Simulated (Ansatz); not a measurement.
# Carrier properties of SiC under load (space group P6_3mc)

Given:

```xyz
4
Lattice="3.0709 0.0000 0.0000 -1.5354 2.6594 0.0000 0.0000 0.0000 5.0495" Properties=species:S:1:pos:R:3 pbc="T T T"
Si     0.0000     1.7730     2.5233
Si     1.5354     0.8865     5.0480
C      0.0000     1.7730     4.4198
C      1.5354     0.8865     1.8950
```

These are PBEsol with spin-orbit coupling, rigid bands (plane waves, PAW; Ansatz, a program for electronic structure) values and carry that method's errors. Condition of this run: biaxial stress xx = yy = 1 GPa (compression positive) (the target of the relaxation). Cell: cell and atoms relaxed with PBEsol, then loaded as said.

| Quantity | Result |
|---|---|
| band gap | 2.10 eV |
| electron conductivity mass (300 K, dilute) | 0.43 (x), 0.43 (y), 0.26 (z) mₑ |
| hole conductivity mass (300 K, dilute) | 1.18 (x), 1.18 (y), 1.51 (z) mₑ |
| effective density of states N_c (300 K) | 1.1e19 cm⁻³ |
| effective density of states N_v (300 K) | 6.6e19 cm⁻³ |
| density-of-states mass, electrons | 0.58 mₑ |
| density-of-states mass, holes | 1.91 mₑ |
| Seebeck coefficient, n-type 1e19 cm⁻³, 300 K | -231 μV/K |
| best n-type power factor at 300 K for τ = 10 fs (best axis; densities from 1e16 to 1e21 cm⁻³ tried, whether or not they can be reached) | 7.0 μW/(cm·K²) at 3e19 cm⁻³ |
| Seebeck coefficient, p-type 1e19 cm⁻³, 300 K | 390 μV/K |

Rigid bands; masses and Seebeck coefficients take one relaxation time τ for all states and one kind of carrier; polarons and phonon drag are left out.
